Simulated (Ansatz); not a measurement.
Abridged Ansatz (an electronic-structure program) output:

```
Relaxation: its limit of steps is 50 (relax.max_steps)
Pseudopotential: Zn, paw, valence charge 12
Pseudopotential: Au, paw, valence charge 19
Crystal: 2 atoms, lattice volume = 31.579 Å³
Basis set: ecut = 420 eV, 617 PW (Γ), exchange–correlation on 64×64×48 points (8 copies of the dense FFT grid, shifted against one another)
Bands: 20, of which v1, the nominal top of the filled ones, is band 16 counted from 1 (15 counted from 0)
Symmetry: 12 space group operations
k-points: 580 of 5832
Functional: x = pbesol(κ = 0.804, μ = 0.12345679012345678), c = pbesol(β = 0.046)
SCF iter   1: F=—  HF=-16288.442653 eV  |F-HF|=—  |Δ(HF+E_count)|=         —  Δρ=4.91e-3  dr2=4.72e-3  ethr=1.77e-3  ⟨swp⟩=5.1  Hψ=48726  notcnv=0
SCF iter   2: F=—  HF=-16288.442412 eV  |F-HF|=—  |Δ(HF+E_count)|=   2.42e-4  Δρ=1.41e-3  dr2=4.61e-4  ethr=1.52e-5  ⟨swp⟩=2.0  Hψ=22473  notcnv=0
SCF 1 converged in 6 iterations: F = -16288.442165 eV  dr2 = 1.11e-8
relax step   1: F+E_penalty+E_count = -16288.44216493 eV  Δ(F+E_penalty+E_count) = +0.000e0 eV  max|allowed force component| = 1.683e-29 eV/Å  Δτ_max = 0.0000 Å  P = -3.862 GPa  Ω = 31.579 Å³  fix = [a, b, gamma]  reactions: a -5.009, b -5.009 GPa  (6 SCF iters, dr2 threshold 1.00e-7 eV, accepted)
[... steps on the carried basis left out ...]
relax step   3: F+E_penalty+E_count = -16288.44331236 eV  Δ(F+E_penalty+E_count) = -1.489e-6 eV  max|allowed force component| = 8.415e-30 eV/Å  Δτ_max = 0.0000 Å  P = -2.961 GPa  Ω = 31.370 Å³  energy of the carried Pulay correction = +1.088e-4 eV  fix = [a, b, gamma]  reactions: a -4.442, b -4.442 GPa  (4 SCF iters, dr2 threshold 9.13e-10 eV, accepted)
Crystal: 2 atoms, lattice volume = 31.370 Å³
SCF iter   1: F=—  HF=-16288.443203 eV  |F-HF|=—  |Δ(HF+E_count)|=         —  Δρ=1.74e-5  dr2=2.28e-8  ethr=2.28e-8  ⟨swp⟩=3.1  Hψ=83434  notcnv=0
SCF iter   2: F=—  HF=-16288.443203 eV  |F-HF|=—  |Δ(HF+E_count)|=   2.95e-7  Δρ=1.44e-5  dr2=2.61e-8  ethr=7.36e-11  ⟨swp⟩=2.0  Hψ=18727  notcnv=0
SCF 4 converged in 6 iterations: F = -16288.443203 eV  dr2 = 4.83e-13
SCF converged after 6 iterations
Free energy (F): -16288.443203 eV
Internal energy: -16288.427152 eV  (E = F + TS)
E sigma→0 (E₀):  -16288.435178 eV
Entropy (-TS):   -0.016051 eV (-8.025 meV/atom)
Fermi energy:    16.743592 eV
--- Forces (eV/Å), atoms counted from 1 ---
  atom   1  Zn     0.00000000     0.00000000     0.00000000
  atom   2  Au    -0.00000000     0.00000000     0.00000000
--- Stress (GPa, compression-positive) ---
       -4.441149       0.000000       0.000000
        0.000000      -4.441149       0.000000
        0.000000       0.000000       0.002293
  P = ⅓ Tr σ = -2.9600 GPa (-29.600 kbar)
--- Relaxed structure (3 steps of the walk, 3 accepted, 1 SCFs on fresh bases) ---
  cell:  # Å, volume = 31.3697 Å³
    - [4.516571133386216, 1.0273201735129154e-40, -3.669339350327081e-34]
    - [2.258285566693108, 3.9114653395119374, -3.6469950587279754e-11]
    - [2.258285566693108, -1.3038217798207563, 1.7756701981706537]
  atoms:
    - { symbol: Zn, position: [-5.551115123125783e-17, 0.5000000000000001, 0.5000000000000001] }
    - { symbol: Au, position: [-1.575249537445182e-35, 3.077379219217124e-36, 6.278615806621098e-47] }
```

Q: What was computed, and what are the main results?

A: ZnAu, 2 atoms in the cell, with PBEsol, PAW, 420 eV (Ansatz; no SOC). The last SCF converged to F = -16288.443203 eV, or -8144.2216 eV per atom, at a pressure of -2.96 GPa. The total energy compares only with runs of the same code, potentials and settings.

The cells carry an imposed strain or load. Stability against distortions was not tested. The cell was made from ZnAu in the CsCl type structure (space group Pm-3m, No. 221) by this change: biaxial strain +2.08 %, plane normal [111], relaxed out of plane.

Keys are those of Ansatz 0.2.
